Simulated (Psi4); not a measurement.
Psi4 1.11, TPSS/def2-svp: Y(Cl)2(OH) ([OH][Y]([Cl])[Cl]), 5 atoms. The geometry is a generated start, not checked to be a minimum at this level.

```
Quantity                                              Value
--------------------------  -------------------------------
task                                                 energy
method                                                 tpss
basis                                              def2-svp
memory                                                 3 GB
maxiter                                                 100
keys of the molecule block                      symmetry c1
scf_type                                       df (default)
guess                        auto, which took SAD (default)
scf_initial_accelerator                     adiis (default)
e_convergence                               1e-06 (default)
d_convergence                               1e-06 (default)
dft_radial_points                              75 (default)
dft_spherical_points                          302 (default)
effective core potentials   those of the basis set, past Kr
basis functions                                          86
grid points                                          108841
```

```xyz
5

Y     -0.0187    -0.1732    -0.8810
Cl    -2.0245    -0.9456     0.1718
Cl    -0.7611     2.0908    -1.0585
O      1.1284    -0.1299     0.7057
H      1.6759    -0.8420     1.0620
```

Charge 0 and multiplicity 1 are set for this test and not shown to be the ground state.

One run each on 2 threads. Values of diis_max_vecs tried: 3, 6, 10 (default), 20.

**Question.** Predict the course of the SCF iterations along this series.

**Answer.** Fewest SCF iterations, within one of each other: 6 with 10, 10 (default) with 10, 20 with 10. The count rises to 16 at 3. All converge to one solution.

| diis_max_vecs | SCF iterations | end |
|---|---|---|
| 3 | 16 | same solution |
| 6 | 10 | same solution |
| 10 (default) | 10 | same solution |
| 20 | 10 | same solution |
